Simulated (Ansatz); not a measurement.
MoAs₂ (space group C2/m, No. 12; a cell from a computed database, its experimental status unchecked)

```
MoAs2
1.0
    4.51954    -1.63914     0.00000
    4.51954     1.63914     0.00000
   -3.74025     0.00000     6.70469
Mo As
2 4
Direct
  0.34669   0.34669   0.29895
  0.65331   0.65331   0.70105
  0.64595   0.64595   0.03211
  0.35405   0.35405   0.96789
  0.90205   0.90205   0.60693
  0.09795   0.09795   0.39307
```

Method: PBEsol (Ansatz, a first-principles code, PAW, spin-orbit coupling left out). Settings: 15×15×7 k-points, 0.05 eV Fermi–Dirac smearing.

* **Volume per atom**: 16.56 Å³
* **Density**: 8.22 g/cm³
* **Band gap**: zero
* **Total energy**: -4841.485 eV/atom (σ→0; compares only within this code and set-up)

Stability against distortions was not tested. All final runs are without spin polarisation.
